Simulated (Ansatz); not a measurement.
Formation energy of the bound charge states of Al interstitial in beta Si3N4 (start: void with 6N6Si nearest; 84-site cell, 2×2×2 shifted sampling) against the Fermi level, Si-rich (Δμ(Al) = -0.88 eV, bounded by wurtzite AlN; only phases computed here count, gases as isolated molecules at 0 K). Calculation: PBE, PAW (plane waves to 420 eV; Ansatz, a program for electronic structure).

Cell and caveats: 84-site cell; 2×2×2 shifted k-points; host gap 4.25 eV; charged states image-corrected; corrections pass 1 eV, so highly charged states may be off by several tenths; flagged in the runs: a host whose relaxation on this sampling wasn't shown to rest.

```json
[
 {"E_F − E_VBM (eV)": "0.00", "q = +3": "1.62", "q = +2": "2.17", "q = +1": "3.24", "q = 0": "6.64"},
 {"E_F − E_VBM (eV)": "0.53", "q = +3": "3.22", "q = +2": "3.24", "q = +1": "3.77", "q = 0": "6.64"},
 {"E_F − E_VBM (eV)": "1.06", "q = +3": "4.81", "q = +2": "4.30", "q = +1": "4.30", "q = 0": "6.64"},
 {"E_F − E_VBM (eV)": "1.60", "q = +3": "6.41", "q = +2": "5.36", "q = +1": "4.83", "q = 0": "6.64"},
 {"E_F − E_VBM (eV)": "2.13", "q = +3": "8.00", "q = +2": "6.43", "q = +1": "5.36", "q = 0": "6.64"},
 {"E_F − E_VBM (eV)": "2.66", "q = +3": "9.60", "q = +2": "7.49", "q = +1": "5.89", "q = 0": "6.64"},
 {"E_F − E_VBM (eV)": "3.19", "q = +3": "11.19", "q = +2": "8.55", "q = +1": "6.43", "q = 0": "6.64"},
 {"E_F − E_VBM (eV)": "3.72", "q = +3": "12.79", "q = +2": "9.62", "q = +1": "6.96", "q = 0": "6.64"},
 {"E_F − E_VBM (eV)": "4.25", "q = +3": "14.38", "q = +2": "10.68", "q = +1": "7.49", "q = 0": "6.64"}
]
```

Crossings of the lowest lines: (+3/+2) at 0.55 eV; (+2/+1) at 1.06 eV; (+1/0) at 3.41 eV.
